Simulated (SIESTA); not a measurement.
**Input and output of a self-consistent single point for MgH₂ (P4_2/mnm, 6 atoms in the cell) (SIESTA)**

Computed with GGA PBE, numerical atomic orbitals DZP, PseudoDojo PBE standard norm-conserving potentials (rewritten from UPF to PSML) (SIESTA).

The input file:

```
# files in the folder: Mg.psml H.psml (PseudoDojo PBE standard)
SystemName  MgH2
SystemLabel siesta

NumberOfAtoms                6
NumberOfSpecies              2
%block ChemicalSpeciesLabel
  1 12 Mg
  2 1 H
%endblock ChemicalSpeciesLabel
LatticeConstant              4.520000 Ang
%block LatticeVectors
     1.000000000    0.000000000    0.000000000
     0.000000000    1.000000000    0.000000000
     0.000000000    0.000000000    0.668141593
%endblock LatticeVectors
AtomicCoordinatesFormat      ScaledCartesian
%block AtomicCoordinatesAndAtomicSpecies
     0.000000000    0.000000000    0.000000000  1
     0.500000000    0.500000000    0.334070796  1
     0.304000000    0.304000000    0.000000000  2
     0.804000000    0.196000000    0.334070796  2
     0.196000000    0.804000000    0.334070796  2
     0.696000000    0.696000000    0.000000000  2
%endblock AtomicCoordinatesAndAtomicSpecies

XC.functional                GGA
XC.authors                   PBE
PAO.BasisSize                DZP
PAO.EnergyShift              0.01 Ry
MeshCutoff                   350 Ry
%block kgrid.MonkhorstPack
    5   0   0  0.0
    0   5   0  0.0
    0   0   7  0.0
%endblock kgrid.MonkhorstPack
OccupationFunction           FD
ElectronicTemperature        10.0 meV

MaxSCFIterations             150
SCF.Mixer.Method             Broyden
SCF.Mixer.Weight             0.2
SCF.Mixer.History            6
SCF.DM.Tolerance             1.0E-05
Diag.ParallelOverK           true
WriteForces                  true
Charge.Mulliken              end
```

Log, with long lists cut:

```
reinit: Reading from file input.fdf

reinit: System Name: MgH2
reinit: System Label: siesta

coor:   Atomic-coordinates input format  =     Cartesian coordinates
coor:                                          (in units of alat)

siesta: Atomic coordinates (Bohr) and species
siesta:      0.00000   0.00000   0.00000  1        1
siesta:      4.27078   4.27078   2.85349  1        2
siesta:      2.59663   2.59663   0.00000  2        3
siesta:      6.86742   1.67415   2.85349  2        4
siesta:      1.67415   6.86742   2.85349  2        5
siesta:      5.94493   5.94493   0.00000  2        6

siesta: System type = bulk

initatomlists: Number of atoms, orbitals, and projectors:      6    38    36

siesta: ******************** Simulation parameters ****************************
redata: Spin configuration                          = none
redata: Time-Reversal Symmetry                      = T
redata: Number of Atomic Species                    =        2
redata: Mesh Cutoff                                 =   350.0000 Ry
redata: Net charge of the system                    =     0.0000 |e|
redata: Min. number of SCF Iter                     =        0
redata: Max. number of SCF Iter                     =      150
redata: SCF convergence failure will abort job
redata: SCF mix quantity                            = Hamiltonian
redata: Mix DM or H after convergence               =   F
redata: Recompute H after scf cycle                 =   F
redata: Mix DM in first SCF step                    =   T
redata: No kicks to SCF
redata: DM Mixing Weight for Kicks                  =     0.5000
redata: Require Harris convergence for SCF          =   F
redata: Harris energy tolerance for SCF             =     0.000100 eV
redata: Require DM convergence for SCF              =   T
redata: DM tolerance for SCF                        =     0.000010
redata: Require EDM convergence for SCF             =   F
   [... lines left out ...]
diag: Parallel distribution                         =     1 x     1
diag: Used triangular part                          = Lower
diag: Absolute tolerance                            =  0.100E-15
diag: Orthogonalization factor                      =  0.100E-05
diag: Memory factor                                 =  1.0000

superc: Internal auxiliary supercell:     5 x     5 x     5  =     125
superc: Number of atoms, orbitals, and projectors:    750   4750   4500

                        Single-point calculation

superc: Internal auxiliary supercell:     5 x     5 x     5  =     125
superc: Number of atoms, orbitals, and projectors:    750   4750   4500

outcell: Unit cell vectors (Ang):
        4.520000    0.000000    0.000000
        0.000000    4.520000    0.000000
        0.000000    0.000000    3.020000

outcell: Cell vector modules (Ang)   :    4.520000    4.520000    3.020000
outcell: Cell angles (23,13,12) (deg):     90.0000     90.0000     90.0000
outcell: Cell volume (Ang**3)        :     61.6998
new_DM -- step:     1
Initializing Density Matrix...

Attempting to read DM from file... Failed...
DM filled with atomic data:

InitMesh: MESH = 54 x 54 x 36 = 104976
InitMesh: Mesh cutoff (required, used) =   350.000   392.729 Ry

stepf: Fermi-Dirac step function
        iscf     Eharris(eV)        E_KS(eV)     FreeEng(eV)     dDmax    Ef(eV) dHmax(eV)
   scf:    1    -3291.340459    -3294.134206    -3294.134206  1.699087 -2.708853  5.042271
   scf:    2    -3294.677812    -3294.411347    -3294.411347  0.030190 -3.131338  3.806430
   scf:    3    -3294.971499    -3294.732796    -3294.732796  0.109873 -4.370033  0.240896
   scf:    4    -3294.733262    -3294.733031    -3294.733031  0.001438 -4.422802  0.136748
   scf:    5    -3294.733820    -3294.733468    -3294.733468  0.002964 -4.509323  0.002632
   scf:    6    -3294.733469    -3294.733468    -3294.733468  0.000142 -4.509667  0.001223
   [... 5 lines left out ...]
   scf:   12    -3294.733469    -3294.733469    -3294.733469  0.000024 -4.509316  0.000239
   scf:   13    -3294.733469    -3294.733469    -3294.733469  0.000018 -4.509289  0.000186
   scf:   14    -3294.733469    -3294.733469    -3294.733469  0.000014 -4.509269  0.000152
   scf:   15    -3294.733469    -3294.733469    -3294.733469  0.000011 -4.509255  0.000125
   scf:   16    -3294.733469    -3294.733469    -3294.733469  0.000009 -4.509244  0.000103
SCF Convergence by DM+H criterion
max |DM_out - DM_in|         :     0.0000090777
max |H_out - H_in|      (eV) :     0.0001030616
SCF cycle converged after 16 iterations

Using DM_out to compute the final energy and forces

siesta: E_KS(eV) =            -3294.7335

siesta: E_KS - E_eggbox =     -3294.7335

siesta: Atomic forces (eV/Ang):
     1    0.000000    0.000000   -0.000000
     2    0.000000    0.000000    0.000000
     3    0.019389    0.019389   -0.000000
     4    0.019389   -0.019389    0.000000
     5   -0.019389    0.019389    0.000000
     6   -0.019389   -0.019389   -0.000000
   Tot    0.000000    0.000000    0.000000
   Max    0.019389
   Res    0.012926    sqrt( Sum f_i^2 / 3N )
   Max    0.019389    constrained

Stress tensor Voigt[x,y,z,yz,xz,xy] (kbar):        2.76        2.76      -27.89       -0.00       -0.00        0.00
(Free)E + p*V (eV/cell)    -3294.4465
Target enthalpy (eV/cell)    -3294.7335

siesta: Program's energy decomposition (eV):
siesta: Ebs     =      -963.028019
siesta: Eions   =      4069.496790
siesta: Ena     =       317.762661
siesta: Ekin    =      1900.087101
siesta: Enl     =      -987.682038
siesta: Eso     =         0.000000
siesta: Edftu   =         0.000000
siesta: DEna    =        11.800120
siesta: DUscf   =         2.579067
siesta: DUext   =         0.000000
siesta: Ex      =      -443.594916
siesta: Ec      =       -26.188675
siesta: Exc     =      -469.783591
siesta: Eharris =     -3294.733469
siesta: Etot    =     -3294.733469
siesta: FreeEng =     -3294.733469

siesta: Stress tensor (static) (eV/Ang**3):
siesta:     0.001726    0.000000   -0.000000
siesta:     0.000000    0.001726   -0.000000
siesta:    -0.000000   -0.000000   -0.017406

siesta: Cell volume =         61.699808 Ang**3

siesta: Pressure (static):
siesta:                Solid            Molecule  Units
siesta:           0.00005066          0.00004843  Ry/Bohr**3
siesta:           0.00465139          0.00444685  eV/Ang**3
siesta:           7.45235051          7.12463852  kBar

mulliken: Atomic and Orbital Populations:

Species: Mg
Atom  Qatom  Qorb
               2s      3s      3s      2py     2pz     2px     3py     3pz
               3px
   1  9.204   1.994   0.424   0.030   2.008   2.017   2.008   0.235   0.255
              0.235
   2  9.204   1.994   0.424   0.030   2.008   2.017   2.008   0.235   0.255
              0.235

Species: H
Atom  Qatom  Qorb
               1s      1s      2Ppy    2Ppz    2Ppx
   3  1.398   1.245   0.121   0.010   0.011   0.010
   4  1.398   1.245   0.121   0.010   0.011   0.010
   5  1.398   1.245   0.121   0.010   0.011   0.010
   6  1.398   1.245   0.121   0.010   0.011   0.010

mulliken: Qtot =       24.000

Mulliken Atomic Populations:
Atom #   charge [q] valence [e]  Species
     1     0.795649    9.204351  Mg
     2     0.795648    9.204352  Mg
     3    -0.397824    1.397824  H
     4    -0.397824    1.397824  H
     5    -0.397824    1.397824  H
     6    -0.397824    1.397824  H
 Total    -0.000000
```

The run converged in 16 iterations.

The starting cell has typed, rounded lattice constants, without a prior relaxation at this level. Values carry the incompleteness of an atom-centred basis.
